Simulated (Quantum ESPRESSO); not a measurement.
Input and output of a self-consistent single point for TiSi (Amm2, 2 atoms in the cell) (Quantum ESPRESSO).

Level of theory: PBEsol, GBRV 1.5 ultrasoft (PBESOL) pseudopotentials (plane waves; Quantum ESPRESSO).

The change in words: lattice scaled by 0.98. Reference geometry:
```yaml
crystal:
  lattice:
    - [3.83428, 0.00000, 0.00000]
    - [0.00000, 1.82350, 2.15938]
    - [0.00000, -1.82350, 2.15938]
  atoms:
    - { symbol: Ti, position: [0.00000, 0.04484, 0.04484] }
    - { symbol: Si, position: [0.50000, 0.55666, 0.55666] }
```

Reference input (self-consistent single point, DFT, PBEsol, plane waves, GBRV 1.5 ultrasoft (PBESOL) pseudopotentials): ecutwfc = 50 Ry; ecutrho = 400 Ry; occupations = smearing; smearing = fd; degauss = 0.0099958 Ry; potentials = {Ti: ti_pbesol_v1.4.uspp.F.UPF, Si: si_pbesol_v1.uspp.F.UPF}; K_POINTS = automatic 11 16 16 0 0 0; conv_thr = 1e-10 Ry; mixing_beta = 0.7. This run's input differs from it in these lines:

```diff
@@ -26,5 +26,5 @@
 CELL_PARAMETERS {angstrom}
-   3.8342800000     0.0000000000     0.0000000000
-   0.0000000000     1.8234970000     2.1593770000
-   0.0000000000    -1.8234970000     2.1593770000
+   3.7575940000     0.0000000000     0.0000000000
+   0.0000000000     1.7870270000     2.1161890000
+   0.0000000000    -1.7870270000     2.1161890000
 ATOMIC_POSITIONS {crystal}
```

Output, abridged:

```
     Self-consistent Calculation

     iteration #  1     ecut=    50.00 Ry     beta= 0.70

     negative rho (up, down):  1.432E-03 0.000E+00

     total energy              =    -128.64623675 Ry
     estimated scf accuracy    <       0.32310701 Ry

     iteration #  2     ecut=    50.00 Ry     beta= 0.70

     negative rho (up, down):  8.418E-04 0.000E+00

     total energy              =    -128.57570920 Ry
     estimated scf accuracy    <       1.06946440 Ry

     iteration #  3     ecut=    50.00 Ry     beta= 0.70

     negative rho (up, down):  7.682E-04 0.000E+00

     total energy              =    -128.79479453 Ry
     estimated scf accuracy    <       0.03281499 Ry

   [... 6 blocks of this kind left out ...]

     iteration # 10     ecut=    50.00 Ry     beta= 0.70

     negative rho (up, down):  7.396E-04 0.000E+00

     total energy              =    -128.79884462 Ry
     estimated scf accuracy    <          3.1E-10 Ry

     iteration # 11     ecut=    50.00 Ry     beta= 0.70

     negative rho (up, down):  7.396E-04 0.000E+00
     End of self-consistent calculation

     Number of k-points >= 100: set verbosity='high' to print the bands.

     the Fermi energy is    13.6784 ev

!    total energy              =    -128.79884462 Ry
     estimated scf accuracy    <          5.2E-11 Ry
     smearing contrib. (-TS)   =      -0.00554611 Ry
     internal energy E=F+TS    =    -128.79329850 Ry

     convergence has been achieved in  11 iterations

     negative rho (up, down):  7.396E-04 0.000E+00

     Forces acting on atoms (cartesian axes, Ry/au):

     atom    1 type  1   force =     0.00000000    0.00000000    0.00199143
     atom    2 type  2   force =     0.00000000    0.00000000   -0.00199143

     Total force =     0.002816     Total SCF correction =     0.000000

     negative rho (up, down):  7.396E-04 0.000E+00
          total   stress  (Ry/bohr**3)                   (kbar)     P=        2.19
   0.00007887   0.00000000   0.00000000           11.60        0.00        0.00
   0.00000000   0.00006400   0.00000000            0.00        9.41        0.00
   0.00000000   0.00000000  -0.00009824            0.00        0.00      -14.45

   JOB DONE.
```

The run converged in 11 iterations. Against the reference run the free energy falls by 21.6 meV/atom, the pressure goes from -7.62 to 0.22 GPa and the largest force goes from 0.031 to 0.051 eV/Å.

The starting cell comes from a database of computed structures (which also holds hypothetical and non-ambient phases and stackings), without a prior relaxation at this level. Its lattice was rescaled by a random factor within 2.5 % of one. For this run, on top of that: lattice scaled by 0.98. Spin polarisation is off.

Cost on one core of a shared machine: roughly 60 s.
